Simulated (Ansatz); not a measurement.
**Point defect F interstitial in fcc Cu**

Level of theory: PBE, PAW (plane waves to 420 eV; Ansatz, a quantum-chemistry and plane-wave program). Details: 32-site cell; 6×6×6 shifted k-points; start: void with 6Cu nearest; no Hubbard U; finite-size errors of tenths of an eV; the relaxation kept the symmetry of the starting site; relaxed from one start, so a lower configuration may exist.

Neighbours after relaxation, in Å: of the F atom: Cu 2.09, Cu 2.09, Cu 2.09, Cu 2.09, Cu 2.09, Cu 2.09.

Formation energies E_f are those of the neutral cell. Chemical conditions: impurity bounded by its compound with the host (Δμ(F) = -2.25 eV, bounded by CuF2 (P2_1/c); only phases computed here count, gases as isolated molecules at 0 K). Reference phases: F: F2 molecule in a box.

The name describes the start; the neighbours show where the added atom ended.

| charge | moment (μB) | point group | largest move off a lattice site (Å) | E_f, impurity bounded by its compound with the host (eV) |
|---|---|---|---|---|
| 0 | not spin-polarised | Oh | 0.27 | 2.75 |

Point groups are those of the whole cell at tolerances of 0.03 and 0.1 Å ("near" where only the looser one holds); none is given for unsettled states.
